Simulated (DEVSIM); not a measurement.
Structure: abrupt Si n-p junction, at 300 K.

```
layer (left to right)  material  thickness (μm)  Nd (cm⁻³)  Na (cm⁻³)  τn (s)  τp (s)
---------------------  --------  --------------  ---------  ---------  ------  ------
1                            Si            30.0     1.3e15          -  2.7e-6  2.7e-6
2                            Si           0.480          -     1.5e14  2.7e-6  2.7e-6
```

Left contact: ohmic. Right contact: ohmic. Voltage is applied to the left contact. Recombination: SRH at mid-gap. Gap narrowing is on: ΔEg = 6.92 meV × (l + √(l² + 0.5)), l = ln(N/1.3e17 cm⁻³), shared equally by both band edges. Mobility is μmin + (μ − μmin)/(1 + (N/Nref)^α).

Constants are typed, rounded textbook-type inputs, not results; the design itself was drawn at random and stands for no fabricated device. Values at 300 K.

```tsv
parameter	Si
gap (eV)	1.124
affinity (eV)	4.05
permittivity	11.7
Nc (cm⁻³)	2.86e19
Nv (cm⁻³)	3.1e19
μn (cm²/Vs)	1417
μp (cm²/Vs)	470
μn,min	52
μp,min	45
Nref,n	9.7e16
Nref,p	2.2e17
αn	0.68
αp	0.72
```

Simulated with DEVSIM: 1D drift-diffusion, Boltzmann statistics, complete ionisation; no tunnelling, impact ionisation, image-force lowering or self-heating.

The doping Nd of layer 1 was swept, all else fixed.

```json
[
 {"doping Nd of layer 1 (cm^-3)": "3.9e13", "dark forward voltage at 1 A/cm² (V)": "0.634", "potential step across the device at zero bias (V)": "0.458", "largest field in the device at zero bias (V/cm)": "2100"},
 {"doping Nd of layer 1 (cm^-3)": "1.3e14", "dark forward voltage at 1 A/cm² (V)": "0.506", "potential step across the device at zero bias (V)": "0.489", "largest field in the device at zero bias (V/cm)": "3600"},
 {"doping Nd of layer 1 (cm^-3)": "3.9e14", "dark forward voltage at 1 A/cm² (V)": "0.432", "potential step across the device at zero bias (V)": "0.518", "largest field in the device at zero bias (V/cm)": "5500"},
 {"doping Nd of layer 1 (cm^-3)": "1.3e15", "dark forward voltage at 1 A/cm² (V)": "0.393", "potential step across the device at zero bias (V)": "0.549", "largest field in the device at zero bias (V/cm)": "8100"},
 {"doping Nd of layer 1 (cm^-3)": "3.9e15", "dark forward voltage at 1 A/cm² (V)": "0.378", "potential step across the device at zero bias (V)": "0.577", "largest field in the device at zero bias (V/cm)": "10000"},
 {"doping Nd of layer 1 (cm^-3)": "1.3e16", "dark forward voltage at 1 A/cm² (V)": "0.370", "potential step across the device at zero bias (V)": "0.608", "largest field in the device at zero bias (V/cm)": "12000"},
 {"doping Nd of layer 1 (cm^-3)": "3.9e16", "dark forward voltage at 1 A/cm² (V)": "0.366", "potential step across the device at zero bias (V)": "0.636", "largest field in the device at zero bias (V/cm)": "15000"}
]
```

From the first row to the last the dark forward voltage at 1 A/cm² goes from 0.634 to 0.366. From the first row to the last the potential step across the device at zero bias goes from 0.458 to 0.636.
